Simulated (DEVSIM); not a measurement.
System: illuminated Si p-on-n cell, one wavelength, at 250 K.

Layer 1 from the left is Si, thickness (μm) 0.270, Na (cm⁻³) 2.3e18, τn (s) 9.5e-9, τp (s) 1.3e-8, absorption coefficient (cm⁻¹) 640. Layer 2 from the left is Si, thickness (μm) 63.0, Nd (cm⁻³) 2.6e17, τn (s) 2.2e-7, τp (s) 2.2e-7, absorption coefficient (cm⁻¹) 640.

Left contact: ohmic, minority electron recombination velocity 4e6 cm/s. Right contact: ohmic, minority hole recombination velocity 1e5 cm/s. Voltage is applied to the left contact. Recombination: SRH at mid-gap, radiative, Auger. Light enters at the left, 2.2e16 photons cm⁻² s⁻¹, one pass, no reflection. Mobility is constant in doping.

Constants are typed, rounded textbook-type inputs, not results; the design itself was drawn at random and stands for no fabricated device. Values at 300 K; Nc and Nv go as T^1.5, mobilities as T to minus their exponent, the gap by Varshni's rule with the affinity fixed.

Si: gap (eV) 1.124, affinity (eV) 4.05, permittivity 11.7, Nc (cm⁻³) 2.86e19, Nv (cm⁻³) 3.1e19, μn (cm²/Vs) 1417, μp (cm²/Vs) 470, T exponent of μn 2.3, T exponent of μp 2.2, B (cm³/s) 4.7e-15, Cn (cm⁶/s) 2.8e-31, Cp (cm⁶/s) 9.9e-32, Varshni α (eV/K) 0.000473, Varshni β (K) 636.

Model (solved in DEVSIM): 1D drift-diffusion, Boltzmann statistics, complete ionisation; no tunnelling, impact ionisation, image-force lowering or self-heating.

What does the simulation give for the dark forward voltage at 1 A/cm², the potential step across the device at zero bias?

dark forward voltage at 1 A/cm² 0.756 V; potential step across the device at zero bias 0.991 V.
